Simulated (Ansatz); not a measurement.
MoSe2 (R3m, No. 160, 3 atoms in the cell; start mp-7581; a measured phase of this formula has another space group), treated with PBE0 in Ansatz (plane waves, PAW).

Settings: plane-wave cutoff 460 eV, 10×10×10 k mesh, Fermi–Dirac smearing 0.01 eV, no spin polarisation, scalar-relativistic PAW data made under PBE.

Cell (relaxed with PBEsol):

```xyz
3
Lattice="1.6359 0.9445 6.5664 -1.6359 0.9445 6.5664 0.0000 -1.8890 6.5664" Properties=species:S:1:pos:R:3 pbc="T T T"
Mo     0.0000     0.0000    13.1355
Se     0.0000     0.0000     8.2312
Se     0.0000     0.0000     4.9057
```

**Question.** Estimate the band gap, smallest direct gap on the k points sampled and direct gap at Γ that the calculation returns.

**Answer.** 
* **band gap**: 2.13 eV
* **smallest direct gap on the k points sampled**: 2.87 eV
* **direct gap at Γ**: 5.08 eV

Note: cell and atoms aren't relaxed at this level (pressure 0.2 GPa); the cell has widely spaced layers and the level no dispersion term, so their spacing and the moduli can rest on weak binding.

Spin–orbit coupling is not included.

Static lattice: no zero-point or thermal effects.

A start named mp-… is a Materials Project structure, which need not be a measured phase.

Ansatz is a first-principles code.
